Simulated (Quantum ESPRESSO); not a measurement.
A short convergence ladder for CaGe2Ru2 (I4mm, 5 atoms in the cell)

```
Ca(GeRu)2
1.0
   -2.13697     2.13697     4.99934
    2.13697    -2.13697     4.99934
    2.13697     2.13697    -4.99934
Ca Ge Ru
1 2 2
Direct
  0.00500   0.00500   0.00000
  0.36627   0.36627   0.00000
  0.63373   0.63373   0.00000
  0.75000   0.25000   0.50000
  0.25000   0.75000   0.50000
```

Base method: PBEsol, GBRV 1.5 ultrasoft (PBESOL) pseudopotentials (plane waves; Quantum ESPRESSO).

Base settings: ecutwfc = 50 Ry; ecutrho = 400 Ry; occupations = smearing; smearing = gauss; degauss = 0.0073499 Ry; K_POINTS = automatic 5 5 5 0 0 0; conv_thr = 1e-09 Ry; mixing_beta = 0.3.

The count of work is k-points × plane waves × bands × iterations; it is no time. 

**The k-point mesh**

The second cell is the first with its lattice scaled by 0.98.

Only quantities that move along the ladder and can be compared are tabulated.

```csv
K_POINTS,free energy less the last step's (meV/atom),energy of the compressed cell less the first (meV/atom),pressure (GPa),largest difference of a force vector from the last step's (eV/Å),count of work / last
automatic 2 2 2 0 0 0,2.95,9.40,-2.98,0.422,0.099
automatic 4 4 4 0 0 0,-11.95,3.50,-3.75,0.010,0.32
automatic 5 5 5 0 0 0,-1.24,4.44,-3.61,0.038,0.45
automatic 7 7 7 0 0 0,0.00,4.68,-3.57,0.000,1.0
```

Coarsest K_POINTS that holds the energy of the compressed cell less the first within 0.5 meV/atom of the last step, with all finer ones: automatic 5 5 5 0 0 0, at 0.45 of the last step's count of work; the step before is off by 1.2 meV/atom.

Coarsest K_POINTS that holds the free energy within 5 meV/atom of the last step, with all finer ones: automatic 5 5 5 0 0 0, at 0.45 of the last step's count of work; the step before is off by 12 meV/atom.

Coarsest K_POINTS that holds the pressure within 0.1 GPa of the last step, with all finer ones: automatic 5 5 5 0 0 0, at 0.45 of the last step's count of work; the step before is off by 0.18 GPa.

On the base run: the starting cell comes from a database of computed structures (which also holds hypothetical and non-ambient phases and stackings), without a prior relaxation at this level. Its lattice was rescaled by up to half a per cent. One atom was moved a little off its site on purpose. Spin polarisation is off. In the base run, with a pressure of about -4 GPa the cell is away from its equilibrium volume at this level.
